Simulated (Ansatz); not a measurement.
System: Al-vacancy pair (Al on one host Ti site, one Ti site vacant) in rock-salt TiN (neutral cell). The step: the Al atom itself jumps into the vacancy (Al-vacancy distance between ideal sites 3.00 Å throughout); the atom moves 2.82 Å along (0.00, 0.47, 0.47) of the unit cell; the moving atom starts with neighbours 2 N at 2.01, 2 N at 2.06, 2 N at 2.12 Å and ends with 2 N at 2.01, 2 N at 2.06, 2 N at 2.12 Å. DFT values are from Ansatz (plane-wave PAW, 420 eV unless said) in a cell of 64 host sites, spin-restricted, static, with no finite-size correction. Forms of the defect that were not tried may lie lower. For the PBE band: the saddle point's order was not checked, and it lies on a symmetry element of the cell, where a band can be held.

| Level | Forward barrier (eV) | Cost of the band or of the saddle's single point |
|---|---|---|
| CHGNet universal potential (has no charge state), its own band | 1.42 | - |
| PBE, a 2×2×2 k-point mesh shifted by half a step, band relaxed | 2.01 | around 3 core-hours (rough) |
| PBE, a 4×4×4 k-point mesh shifted by half a step, same geometries | 2.13 | around 14 core-minutes (rough) |
| r2SCAN at 500 eV, a 2×2×2 k-point mesh shifted by half a step, same geometries | ? | roughly 5 core-minutes |

Question: Some entries are withheld; supply them.

Answer: 
- r2SCAN at 500 eV, a 2×2×2 k-point mesh shifted by half a step, same geometries, Forward barrier (eV): 1.94

Ansatz is a quantum-chemistry and plane-wave program.
